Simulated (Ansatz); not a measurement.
The starting structures come from a database of crystals and need not be the phases stable at ambient conditions.

Tunnelling through a barrier is set by its complex band structure: the current falls as exp(−2κd) with the smallest κ.

Here is the system:

```
PbO3S
1.0
    5.56488     0.00000     0.00000
    0.00000     8.00565     0.00000
    0.00000     0.00000     6.92463
Pb S O
4 4 12
Direct
  0.75000   0.68756   0.37129
  0.25000   0.31244   0.62871
  0.25000   0.81244   0.87129
  0.75000   0.18756   0.12871
  0.25000   0.96539   0.35114
  0.75000   0.03461   0.64886
  0.75000   0.53461   0.85114
  0.25000   0.46539   0.14886
  0.96953   0.06029   0.78522
  0.03047   0.93971   0.21478
  0.03047   0.43971   0.28522
  0.96953   0.56029   0.71478
  0.53047   0.56029   0.71478
  0.46953   0.43971   0.28522
  0.46953   0.93971   0.21478
  0.53047   0.06029   0.78522
  0.25000   0.30995   0.01942
  0.75000   0.69005   0.98058
  0.75000   0.19005   0.51942
  0.25000   0.80995   0.48058
```

Space group of this cell: Pnma. The cell was relaxed by PBE-D3(BJ); by r2SCAN its mean pressure is -4.2 GPa.

Transport runs along the normal of the first two printed cell vectors.

No gap correction and no spin-orbit coupling; mid-gap values are interpolated between computed energies.

Problem. Estimate the band gap and the smallest decay constant κ at mid-gap that Ansatz (a quantum-chemistry and plane-wave program) with r2SCAN returns for this system.

Solution. Gap 4.09 eV on a 6×4×6 mesh; κ = 0.414 1/Å, at (0.333, 0.000) of the in-plane reciprocal vectors. At the zone centre, at the nearest computed energy, the slowest state has κ = 0.43 1/Å.
